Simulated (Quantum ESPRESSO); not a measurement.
## Convergence series on CsPbBr3 (Pm-3m, 5 atoms in the cell)

CsPbBr$_{3}$ is taken in the cubic space group Pm-3m (No. 221), the cubic perovskite structure, Pearson symbol cP5. Conventional cell: a = b = c = 5.949 Å, α = β = γ = 90.00°. Cs on 1a is surrounded by 12 Br at 4.206 Å (cuboctahedral). Pb on 1b is coordinated by 6 Br at 2.974 Å (octahedral). Br on 3c is surrounded by 2 Pb at 2.974 Å and 4 Cs at 4.206 Å (octahedral). (Neighbours: up to the widest gap in distance over summed covalent radii, below 1.35, at either atom; cation-cation and far metal-metal contacts left out.)

Computed with PBE, GBRV 1.5 ultrasoft (PBE) pseudopotentials (plane waves; Quantum ESPRESSO).

The starting cell comes from a database of computed structures (which also holds hypothetical and non-ambient phases and stackings), without a prior relaxation at this level. Spin-orbit coupling is off. Another mesh or the band path of this cell gives a smaller gap, so this value is not converged in the mesh.

Held fixed: occupations = fixed; potentials = {Cs: cs_pbe_v1.uspp.F.UPF, Pb: pb_pbe_v1.uspp.F.UPF, Br: br_pbe_v1.4.uspp.F.UPF}; K_POINTS = automatic 4 4 4 0 0 0; nbnd = 28; conv_thr = 1e-10 Ry. Moved along with it: ecutrho.

ΔF is the free energy per atom less that of the last row (80 Ry).

The series runs over ecutwfc = 16 Ry; 20 Ry; 24 Ry; 28 Ry; 32 Ry; 36 Ry; 40 Ry; 46 Ry; 52 Ry; 60 Ry; 70 Ry; 80 Ry.

Question: From which setting on does the energy stay within 10 meV/atom of the last one?

Answer: From ecutwfc = 28 Ry on; the one before it is off by 17 meV/atom.

Question: From which setting on does the pressure stay within 0.2 GPa of the last one?

Answer: From ecutwfc = 28 Ry on; the one before it is off by 0.67 GPa. The value it settles on is 0.6 GPa at this level of theory and with the other settings as held.

| ecutwfc | ΔF (meV/atom) | pressure (GPa) | gap on the mesh (eV) | plane waves | iterations |
|---|---|---|---|---|---|
| 16 Ry | 904.5 | -14.44 | 1.753 | 1568 | 9 |
| 20 Ry | 161.5 | -3.24 | 1.701 | 2176 | 9 |
| 24 Ry | 17.2 | -0.09 | 1.690 | 2872 | 10 |
| 28 Ry | -0.41 | 0.61 | 1.688 | 3585 | 9 |
| 32 Ry | 1.84 | 0.67 | 1.689 | 4385 | 10 |
| 36 Ry | 3.7 | 0.60 | 1.690 | 5232 | 9 |
| 40 Ry | 3.3 | 0.56 | 1.690 | 6090 | 10 |
| 46 Ry | 1.98 | 0.57 | 1.690 | 7568 | 9 |
| 52 Ry | 1.56 | 0.59 | 1.690 | 9045 | 9 |
| 60 Ry | 1.37 | 0.58 | 1.690 | 11176 | 10 |
| 70 Ry | 0.53 | 0.57 | 1.690 | 14090 | 9 |
| 80 Ry | 0.00 | 0.58 | 1.690 | 17256 | 9 |

The gap is read on the k-point mesh of the run and can differ from the gap over the whole zone at this level.
